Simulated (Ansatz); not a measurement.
## A computed series for HgS: response to strain

Take HgS in the zinc blende structure (space group F-43m, No. 216) as the base.

```xyz
2
Lattice="0.0000 2.9060 2.9060 2.9060 0.0000 2.9060 2.9060 2.9060 0.0000" Properties=species:S:1:pos:R:3 pbc="T T T"
Hg     0.0000     0.0000     0.0000
S      1.4530     1.4530     1.4530
```

Cartesian axes are those of the cell as printed.

Strains are applied to the cell and any free atomic positions relax; under biaxial strain the out-of-plane vector relaxes too.

The values are results of LDA (Ansatz, a quantum-chemistry and plane-wave program; PAW; 420 eV plane waves; without spin-orbit coupling), not measurements.

Notes on the quantities. energy relative to the base: free energy F; pressure: mean of the normal stresses, compression positive.

```json
[
 {"change": "base", "energy relative to the base": "0 meV/atom", "pressure": "0.0 GPa", "shortest interatomic distance": "2.517 Å"},
 {"change": "biaxial strain −2.50 %, plane normal [001], relaxed out of plane", "energy relative to the base": "+4.3 meV/atom", "pressure": "0.8 GPa", "shortest interatomic distance": "2.508 Å"},
 {"change": "biaxial strain −2.00 %, plane normal [001], relaxed out of plane", "energy relative to the base": "+2.7 meV/atom", "pressure": "0.6 GPa", "shortest interatomic distance": "2.510 Å"},
 {"change": "biaxial strain −1.50 %, plane normal [001], relaxed out of plane", "energy relative to the base": "+1.5 meV/atom", "pressure": "0.4 GPa", "shortest interatomic distance": "2.511 Å"},
 {"change": "biaxial strain −1.00 %, plane normal [001], relaxed out of plane", "energy relative to the base": "+0.7 meV/atom", "pressure": "0.3 GPa", "shortest interatomic distance": "2.513 Å"},
 {"change": "biaxial strain +0.50 %, plane normal [001], relaxed out of plane", "energy relative to the base": "+0.2 meV/atom", "pressure": "-0.1 GPa", "shortest interatomic distance": "2.518 Å"},
 {"change": "biaxial strain +1.00 %, plane normal [001], relaxed out of plane", "energy relative to the base": "+0.6 meV/atom", "pressure": "-0.3 GPa", "shortest interatomic distance": "2.520 Å"},
 {"change": "biaxial strain +1.50 %, plane normal [001], relaxed out of plane", "energy relative to the base": "+1.4 meV/atom", "pressure": "-0.4 GPa", "shortest interatomic distance": "2.522 Å"},
 {"change": "biaxial strain +2.00 %, plane normal [001], relaxed out of plane", "energy relative to the base": "+2.6 meV/atom", "pressure": "-0.6 GPa", "shortest interatomic distance": "2.524 Å"},
 {"change": "biaxial strain +3.00 %, plane normal [001], relaxed out of plane", "energy relative to the base": "+5.7 meV/atom", "pressure": "-0.8 GPa", "shortest interatomic distance": "2.528 Å"}
]
```

A case with no gap was solved on a k-mesh chosen for an insulator, which is coarse for it. Stability against distortions was not tested. All final runs are without spin polarisation.
